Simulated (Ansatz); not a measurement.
MgS (P6₃mc, No. 186, 4 atoms in the cell; start mp-1185942; a measured phase of this formula has another space group) was calculated with PBE0 (plane waves, PAW; Ansatz, a quantum-chemistry and plane-wave program).

Numerical settings: plane-wave cutoff 460 eV, 9×9×4 k mesh (along the axes of the cell as run), Fermi–Dirac smearing 0.01 eV, scalar-relativistic PAW data made under PBE.

Cell (relaxed with PBEsol):

```xyz
4
Lattice="4.0285 0.0000 0.0000 -2.0142 3.4888 0.0000 0.0000 0.0000 6.4160" Properties=species:S:1:pos:R:3 pbc="T T T"
Mg     2.0142     1.1629     3.1842
Mg     0.0000     2.3259     6.3922
S      0.0000     2.3259     2.4298
S      2.0142     1.1629     5.6378
```

Q: Predict the band gap.

A: 
* **band gap**: 5.22 eV (on the SCF k mesh)

Note: cell and atoms aren't relaxed at this level (pressure 0.3 GPa).

Static lattice: no zero-point or thermal effects.

Cost on a shared machine: very roughly 4 core-minutes.

A start named mp-… is a Materials Project structure, which need not be a measured phase.
